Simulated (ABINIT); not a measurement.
# A self-consistent single point of MgCo₂O₄ (C2/m, 7 atoms in the cell) with ABINIT

Method of the run: LDA (PW92), PAW (JTH v2.0 LDA PAW) (plane waves; ABINIT).

This input was run:

```
# Mg(CoO2)2, JTH v2.0 LDA PAW
pp_dirpath "./"
pseudos "Mg.LDA_PW-JTH.xml, Co.LDA_PW-JTH.xml, O.LDA_PW-JTH.xml"
acell 3*1.0
rprim
         9.4194343545   -2.8143880147    0.0000000000
         9.4194343545    2.8143880147    0.0000000000
        -2.0463825306    0.0000000000    9.2245412301
natom 7
ntypat 3
znucl 12 27 8
typat 1 2 2 3 3 3 3
xred
         0.5000000000    0.5000000000    0.0000000000
         0.7447100000    0.7447100000    0.7416400000
         0.2552900000    0.2552900000    0.2583600000
         0.8659300000    0.8659300000    0.0957200000
         0.1340700000    0.1340700000    0.9042800000
         0.3506700000    0.3506700000    0.6333500000
         0.6493300000    0.6493300000    0.3666500000
ecut 30
pawecutdg 60
pawxcdev 0
nsppol 2
spinat
      0 0 0
      0 0 3
      0 0 3
      0 0 0
      0 0 0
      0 0 0
      0 0 0
occopt 3
tsmear 0.00073499
nband 47
kptopt 1
ngkpt 5 5 3
nshiftk 1
shiftk 0 0 0
nstep 100
tolvrs 1.0e-12
prtwf 0
prtden 0
enunit 2
```

Output (repeated stretches shortened):

```
 Symmetries : space group C2/m (# 12); Bravais mC (1-face-center monocl.)

 -outvars: echo values of preprocessed input variables --------
            acell      1.0000000000E+00  1.0000000000E+00  1.0000000000E+00 Bohr
             ecut      3.00000000E+01 Hartree
           enunit           2
              ixc       -1012
         kptrlatt        5    0    0      0    5    0      0    0    3
          kptrlen      2.81438801E+01
            natom           7
            nband          47
            ngfft          50      50      48
          ngfftdg          72      72      72
             nkpt          24
           nspden           2
           nsppol           2
            nstep         100
             nsym           4
           ntypat           3
           occopt           3
        pawecutdg      6.00000000E+01 Hartree
         pawxcdev           0
            rprim      9.4194343545E+00 -2.8143880147E+00  0.0000000000E+00
                       9.4194343545E+00  2.8143880147E+00  0.0000000000E+00
                      -2.0463825306E+00  0.0000000000E+00  9.2245412301E+00
          spgroup          12
           spinat      0.0000000000E+00  0.0000000000E+00  0.0000000000E+00
                       0.0000000000E+00  0.0000000000E+00  3.0000000000E+00
                       0.0000000000E+00  0.0000000000E+00  3.0000000000E+00
                       0.0000000000E+00  0.0000000000E+00  0.0000000000E+00
                       0.0000000000E+00  0.0000000000E+00  0.0000000000E+00
                       0.0000000000E+00  0.0000000000E+00  0.0000000000E+00
                       0.0000000000E+00  0.0000000000E+00  0.0000000000E+00
           tolvrs      1.00000000E-12
           tsmear      7.34990000E-04 Hartree
            typat      1  2  2  3  3  3  3
           useylm           1
             xred      5.0000000000E-01  5.0000000000E-01  0.0000000000E+00
   [... lines left out ...]
                       3.5067000000E-01  3.5067000000E-01  6.3335000000E-01
                       6.4933000000E-01  6.4933000000E-01  3.6665000000E-01
            znucl       12.00000   27.00000    8.00000

== DATASET  1 ==================================================================

 Real(R)+Recip(G) space primitive vectors, cartesian coordinates (Bohr,Bohr^-1):
 R(1)=  9.4194344 -2.8143880  0.0000000  G(1)=  0.0530817 -0.1776585  0.0117757
 R(2)=  9.4194344  2.8143880  0.0000000  G(2)=  0.0530817  0.1776585  0.0117757
 R(3)= -2.0463825  0.0000000  9.2245412  G(3)=  0.0000000  0.0000000  0.1084065
 Unit cell volume ucvol=  4.8908413E+02 bohr^3
 Angles (23,13,12)=  1.01976550E+02  1.01976550E+02  3.32707389E+01 degrees

 Coarse grid specifications (used for wave-functions):

 getcut: wavevector=  0.0000  0.0000  0.0000  ngfft=  50  50  48
         ecut(hartree)=     30.000   => boxcut(ratio)=   2.06040

 Fine grid specifications (used for densities):

 getcut: wavevector=  0.0000  0.0000  0.0000  ngfft=  72  72  72
         ecut(hartree)=     60.000   => boxcut(ratio)=   2.10044

   3.96048016E+03                                ecore*ucvol(ha*bohr**3)

_setup2: Arith. and geom. avg. npw (full set) are    3838.147    3838.128
--- !BeginCycle
solver: {iscf: 17, nstep: 100, nline: 4, wfoptalg: 10, }
tolerances: {tolvrs: 1.00E-12, }
...

     iter   Etot(hartree)     deltaE(h) residm    nres2    magn
 ETOT  1  -417.06425874272    -4.17E+02 8.99E+00 1.70E+03 3.260
 ETOT  2  -424.61138322879    -7.55E+00 5.48E-01 5.98E+03 0.146
 ETOT  3  -421.16023446488     3.45E+00 1.63E+00 2.00E+02 0.138
 ETOT  4  -421.18523445553    -2.50E-02 7.07E-02 5.50E+01 0.022
 ETOT  5  -421.21592763985    -3.07E-02 9.92E-02 3.85E+01 0.000
 ETOT  6  -421.21014335567     5.78E-03 2.18E-02 1.35E+01 0.000
   [... 20 lines left out ...]
 ETOT 27  -421.21782942790     9.66E-13 1.71E-04 1.57E-11 0.000
 ETOT 28  -421.21782942790    -3.35E-12 1.21E-04 6.92E-12 0.000
 ETOT 29  -421.21782942790     3.75E-12 1.86E-04 1.90E-12 0.000
 ETOT 30  -421.21782942790    -2.16E-12 1.29E-04 1.61E-12 0.000
 ETOT 31  -421.21782942790    -4.49E-12 1.95E-04 2.31E-13 0.000
 At SCF step   31       nres2   =  2.31E-13 < tolvrs=  1.00E-12 =>converged.

 Cartesian components of stress tensor (hartree/bohr^3)
  sigma(1 1)=  8.16620287E-04  sigma(3 2)=  0.00000000E+00
  sigma(2 2)=  1.00903215E-03  sigma(3 1)= -1.22579287E-04
  sigma(3 3)=  7.24288125E-04  sigma(2 1)=  0.00000000E+00

 Integrated electronic and magnetization densities in atomic spheres:
 Radius=ratsph(iatom), smearing ratsm=  0.0000. Diff(up-dn)=approximate z local magnetic moment.
 Atom    Radius    up_density   dn_density  Total(up+dn)  Diff(up-dn)
    1   1.90158     4.125682     4.125682      8.251365     0.000000
    2   2.10903     7.746057     7.746057     15.492115    -0.000000
    3   2.10903     7.746057     7.746057     15.492115    -0.000000
    4   1.41465     2.247602     2.247602      4.495204     0.000000
    5   1.41465     2.247602     2.247602      4.495204     0.000000
    6   1.41465     2.240771     2.240771      4.481542    -0.000000
    7   1.41465     2.240771     2.240771      4.481542    -0.000000
  Sum:             28.594543    28.594543     57.189087    -0.000000
 Total magnetization (from the atomic spheres):            -0.000000
 Total magnetization (exact up - dn):                      -0.000000

 ----iterations are completed or convergence reached----

 reduced coordinates (array xred) for    7 atoms
       0.500000000000      0.500000000000      0.000000000000
       0.744710000000      0.744710000000      0.741640000000
       0.255290000000      0.255290000000      0.258360000000
       0.865930000000      0.865930000000      0.095720000000
       0.134070000000      0.134070000000      0.904280000000
       0.350670000000      0.350670000000      0.633350000000
       0.649330000000      0.649330000000      0.366650000000
 cartesian forces (eV/Angstrom) at end:
    1     -0.00000000000000    -0.00000000000000    -0.00000000000000
    2      0.37758745835875    -0.00000000000000    -0.01798684482919
    3     -0.37758745835875    -0.00000000000000     0.01798684482919
    4     -1.36011421361983    -0.00000000000000    -0.01057165811365
   [... lines left out ...]
 Fermi (or HOMO) energy (hartree) =   0.24675   Average Vxc (hartree)=  -0.41279
 Fermi (or HOMO) energy (eV) =   6.71432   Average Vxc (eV)= -11.23267
   [... lines left out ...]
 -87.83803  -87.83319  -67.12400  -51.60143  -51.56785  -51.55890  -51.54507  -51.45198
 -51.44149  -34.55499  -34.54161  -34.53740  -12.99973  -11.46969  -11.43266  -11.27396
  -0.51379   -0.05960    1.11016    1.58650    1.68582    1.74012    1.87115    2.70816
   2.86795    4.06710    4.22211    4.31708    5.38428    5.42069    5.55989    5.88375
   6.10778    6.23741    7.63851    7.65078    7.73050    8.15574   10.36344   13.87297
  15.73441   16.27505   16.37086   17.58701   18.33692   19.71221   20.90451
 prteigrs : prtvol=0 or 1, do not print more k-points.

--- !EnergyTerms
comment             : Components of total free energy in Hartree
kinetic             :  5.68946028892647E+01
hartree             :  1.38265389152744E+02
xc                  : -1.89305289478143E+01
Ewald energy        : -2.30827707690049E+02
psp_core            :  8.09774830448443E+00
local_psp           : -4.20917348284900E+02
spherical_terms     :  4.62000152114150E+01
internal            : -4.21217829364855E+02
'-kT*entropy'       : -1.04768852770549E-09
total_energy        : -4.21217829365903E+02
total_energy_eV     : -1.14619200435516E+04
...

-Cartesian components of stress tensor (GPa)         [Pressure= -2.5007E+01 GPa]
- sigma(1 1)=  2.40257943E+01  sigma(3 2)=  0.00000000E+00
- sigma(2 2)=  2.96867459E+01  sigma(3 1)= -3.60640652E+00
- sigma(3 3)=  2.13092887E+01  sigma(2 1)=  0.00000000E+00

 Calculation completed.
```

The run converged in 31 iterations.

The starting cell comes from a database of computed structures (which also holds hypothetical and non-ambient phases and stackings), without a prior relaxation at this level. The starting moments vanished: the run ended non-magnetic, which need not be the lowest state. With a pressure of about -25 GPa the cell is away from its equilibrium volume at this level. Forces in this geometry exceed 1 eV/Å.

Cost on one core of a shared machine: roughly 20 min.
